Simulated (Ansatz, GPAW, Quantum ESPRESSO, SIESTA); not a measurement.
One structure in several programs: CsRbMg6 (Amm2, 8 atoms in the cell)

Self-consistent single point, at a second geometry (lattice scaled by 0.98). First geometry:

```
CELL_PARAMETERS angstrom
      5.54927     0.00000     0.00000
      0.00000     3.18567     8.36179
      0.00000    -3.18567     8.36179
ATOMIC_POSITIONS crystal
  Cs 0.50000 0.68544 0.68544
  Rb 0.50000 0.18431 0.18431
  Mg 0.50000 0.67660 0.17444
  Mg 0.50000 0.17444 0.67660
  Mg 0.00000 0.77941 0.27217
  Mg 0.00000 0.27217 0.77941
  Mg 0.00000 0.36153 0.36153
  Mg 0.00000 0.86609 0.86609
```

Shared settings, as Ansatz (an electronic-structure program) writes them: kpoints.mp_grid.grid = 3 3 3; scf.occupations.method = gaussian; scf.occupations.width = 0.0073 Ry. Potentials and cutoffs stand in the table.

```
code                                                                                                                                      model  ΔF from the first geometry (meV/atom)  pressure (GPa)  largest force (eV/Å)       cutoff
----------------  -----------------------------------------------------------------------------------------------------------------------------  -------------------------------------  --------------  --------------------  -----------
Quantum ESPRESSO                                                                           PBEsol, GBRV 1.5 ultrasoft (PBESOL) pseudopotentials                                   -4.7            0.15                 0.250        40 Ry
SIESTA            GGA PBEsol, numerical atomic orbitals DZP, PseudoDojo PBEsol standard norm-conserving potentials (rewritten from UPF to PSML)                                    5.5            1.05                 0.506  grid 350 Ry
GPAW                                                                                      PBEsol, GPAW PAW datasets PBEsol (made by gpaw-setup)                                   -4.4            0.18                 0.251       850 eV
Ansatz                                                                                                          PBEsol, PAW files made with PBE                                   -4.5            0.16                 0.250      default
```

Size of the force on each atom (eV/Å): Sizes of forces hide their directions.

```tsv
code	Cs1	Rb2	Mg3	Mg4	Mg5	Mg6	Mg7	Mg8
Quantum ESPRESSO	0.025	0.014	0.023	0.023	0.218	0.218	0.154	0.250
SIESTA	0.043	0.007	0.036	0.036	0.421	0.421	0.307	0.506
GPAW	0.029	0.013	0.022	0.022	0.216	0.216	0.155	0.251
Ansatz	0.025	0.014	0.023	0.023	0.218	0.218	0.154	0.250
```

The spread over the programs that give each value: ΔF from the first geometry within 10.2 meV/atom; pressure within 0.90 GPa; largest force within 0.256 eV/Å.

SIESTA uses small atom-centred bases, whose incompleteness enters pressures, forces and empty levels differently from a plane-wave cutoff. Ansatz's pressure is given at a fixed set of plane waves, as the other plane-wave codes print theirs. In the force vectors, SIESTA (by 0.255) lies more than 0.08 eV/Å from the median of the plane-wave programs.

The shared mesh is coarse (it stands for a supercell whose shortest vector is 16 Å), so the values are not converged in it.

The starting cell comes from a database of computed structures (which also holds hypothetical and non-ambient phases and stackings), without a prior relaxation at this level. For this run, on top of that: lattice scaled by 0.98.

Left out of this page: CP2K (unsound by tests on forces, stress, charge or solver warnings).

Keys are those of Ansatz 0.2.
